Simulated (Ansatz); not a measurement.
Point defects in BeTe

Consider a 16-atom supercell of BeTe in the zinc blende structure (space group F-43m, No. 216) at its relaxed geometry.

```
BeTe
1.0
    0.00000     5.66365     5.66365
    5.66365     0.00000     5.66365
    5.66365     5.66365     0.00000
Te Be
8 8
Direct
  0.37500   0.37500   0.37500
  0.37500   0.37500   0.87500
  0.37500   0.87500   0.37500
  0.37500   0.87500   0.87500
  0.87500   0.37500   0.37500
  0.87500   0.37500   0.87500
  0.87500   0.87500   0.37500
  0.87500   0.87500   0.87500
  0.00000   0.00000   0.00000
  0.00000   0.00000   0.50000
  0.00000   0.50000   0.00000
  0.00000   0.50000   0.50000
  0.50000   0.00000   0.00000
  0.50000   0.00000   0.50000
  0.50000   0.50000   0.00000
  0.50000   0.50000   0.50000
```

One neutral defect a cell, atoms relaxed at fixed cell.

Method: PBE, PAW, 420 eV (Ansatz, a program for electronic structure; spin-orbit coupling left out).

| change | largest displacement of a host atom from its site in the perfect cell | pressure |
|---|---|---|
| perfect supercell | – | 0.0 GPa |
| Li interstitial (started 2.31 Å from the nearest host atom) | [?] | [?] |
| H interstitial (started 2.31 Å from the nearest host atom) | 0.21 Å | 0.6 GPa |
| Sr on a Be site | 0.36 Å | 8.6 GPa |
| Sb on a Te site | 0.02 Å | -0.2 GPa |
| Be interstitial (started 2.45 Å from the nearest host atom) | 0.05 Å | 1.1 GPa |

### Question
Complete the table.

### Answer

- Li interstitial (started 2.31 Å from the nearest host atom), largest displacement of a host atom from its site in the perfect cell: 0.07 Å
- Li interstitial (started 2.31 Å from the nearest host atom), pressure: 0.9 GPa

The magnetic state is the one reached from the starting moments; the real material's order can differ, and small cells can't hold many antiferromagnetic ones. In so small a cell the defect repeats every few ångströms: this is an ordered compound, not a dilute defect. A case with no gap was solved on a k-mesh chosen for an insulator, which is coarse for it. Seeded moments were not kept for Li interstitial (started 2.31 Å from the nearest host atom), H interstitial (started 2.31 Å from the nearest host atom), Sr on a Be site and Sb on a Te site and more.
